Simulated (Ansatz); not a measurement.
The starting structures come from a database of crystals and need not be the phases stable at ambient conditions.

By PBEsol, the system below comes out a metal.

Without scattering a metal conducts by its projected Fermi surface.

Data:

```
Ir
1.0
    2.67064     0.00000     0.00000
   -1.33532     2.31284     0.00000
    1.33532     0.77095     2.22507
Ir
1
Direct
  0.00000   0.00000   0.00000
```

The cell is strained (lengths across the current scaled by 0.98, ions clamped); by PBEsol it stands under a pressure of 9.3 GPa.

The current flows along the normal of the first two printed cell vectors, the (111) (indices of the unstrained crystal) plane of the conventional cell. No spin-orbit coupling; the value is a mean over 0.1 eV about the Fermi level.

Problem. Predict the ballistic conductance per area from PBEsol (Ansatz, a quantum-chemistry and plane-wave program).

Solution. 2.0 × 10¹⁵ S/m² for both spins.
